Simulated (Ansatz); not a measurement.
Base system: AlN in the rock salt structure (space group Fm-3m, No. 225; a = 4.045 Å; a model cell, its experimental status unchecked).

Levels (all Ansatz, a quantum-chemistry and plane-wave program, PAW): PBEsol (420 eV, no spin-orbit coupling); HSE06 (420 eV, no spin-orbit coupling).

Its gap is 4.55 eV with PBEsol and 6.02 eV with HSE06.

Modification: a hydrostatic pressure of 5 GPa.

With PBEsol the gap becomes 4.72 eV.

If the HSE06 correction stayed the same, what would the HSE06 gap be, and what does the HSE06 run give?

A rigid correction of +1.47 eV gives 6.19 eV. The HSE06 run gives 6.22 eV, so the two effects roughly add.

Single points use the geometry relaxed with PBEsol. The hybrid gap comes from the SCF mesh plus the semilocal run's edge points and a few special points and is an upper bound. Load acts through the strain it causes; cell and atoms are relaxed under it. Whether these cells are dynamically stable was not tested. No other phases were tried under pressure. The base started in P3_121 and relaxed to Fm-3m at this level. This is not the structure that AlN has at room temperature and ambient pressure.
